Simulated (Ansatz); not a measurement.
# Hypothetical Pm-3m TaN: response to strain

Start from TaN (space group Pm-3m, No. 221; a = 4.2132 Å; a hypothetical phase, not in the database extracts checked). Axes: x, y, z lie along the cube axes.

Strains are applied to the cell and any free atomic positions relax; under biaxial strain the out-of-plane vector relaxes too; under stress the whole cell relaxes.

Levels (all Ansatz, a quantum-chemistry and plane-wave program, PAW): PBEsol (420 eV, no spin-orbit coupling); r2SCAN (500 eV, without spin-orbit coupling).

Pressures by level, all at the geometries relaxed with PBEsol:

```tsv
case	PBEsol	r2SCAN
base	0.0 GPa	3.5 GPa
biaxial strain −4.73 %, plane normal [110], relaxed out of plane	15.9 GPa	[?]
uniaxial strain ε_zz = −1.00 %	3.1 GPa	[?]
uniaxial stress, 0.5 GPa tension along x	-0.2 GPa	3.4 GPa
tensor shear ε_yz = +2.94 %	0.2 GPa	3.7 GPa
```

Question: Complete the table.

Answer: 
- biaxial strain −4.73 %, plane normal [110], relaxed out of plane, r2SCAN: 20.1 GPa
- uniaxial strain ε_zz = −1.00 %, r2SCAN: 6.7 GPa

Single points use the geometry relaxed with PBEsol. Their cutoffs differ, which shifts pressures a little. Without a gap, meshes like the base's 11×11×11 leave anisotropic stresses uncertain by several tenths of a GPa, and small strain energies with them. Stability under load was not tested beyond the relaxation. All final runs are without spin polarisation.
